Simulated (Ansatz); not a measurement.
## BeSe (model structure, within 0.1 Å of P4/nmm, No. 129, 8 atoms in the cell): properties by level of theory

```
level (code)         equilibrium volume per atom (Å³/atom)  enthalpy of formation (eV/atom)
-------------------  -------------------------------------  -------------------------------
PBE (Ansatz)                                    (withheld)                       (withheld)
PBEsol (Ansatz)                                      19.17                       (withheld)
PBE-D3(BJ) (Ansatz)                             (withheld)                       (withheld)
```

Task: Some entries are withheld; supply them.

Result: 
- PBE (Ansatz, a first-principles code), equilibrium volume per atom (Å³/atom): 22.75
- PBE (Ansatz), enthalpy of formation (eV/atom): -0.706
- PBEsol (Ansatz), enthalpy of formation (eV/atom): -0.685
- PBE-D3(BJ) (Ansatz), equilibrium volume per atom (Å³/atom): 17.85
- PBE-D3(BJ) (Ansatz), enthalpy of formation (eV/atom): -0.635

Ansatz's density-functional and Hartree–Fock values are scalar-relativistic unless marked +SOC, with PAW data made under PBE.

Static lattice: no zero-point or thermal effects.

A model structure was made by putting elements into a prototype or built by hand; it is no filed structure, need not be a known phase, and can be a saddle point held by its symmetry.
